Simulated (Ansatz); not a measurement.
Consider Al₂Cu (space group I4/mcm, No. 140; a = 6.060 Å, c = 4.875 Å).

Computed with PBE, PAW, 420 eV (Ansatz, a program for electronic structure; scalar-relativistic without spin-orbit coupling).

Before the change:

| Quantity | Value |
|---|---|
| Pressure | 0.0 GPa |
| Band gap | zero |

Perturbation: an isotropic linear strain of +4.43 %; the atoms relax in the strained cell.

### Question
What happens to the pressure?

### Answer
The pressure (mean of the normal stresses, compression positive) goes from zero to -9.6 GPa.

### Question
How does this affect the energy relative to the base?

### Answer
The energy grows by 70 meV/atom.

### Question
What happens to the largest internal atomic displacement?

### Answer
The largest internal atomic displacement comes out as 0.012 Å.

### Question
How does this affect the band gap?

### Answer
The band gap stays zero.

No phonon test of stability was made. All final runs are without spin polarisation.
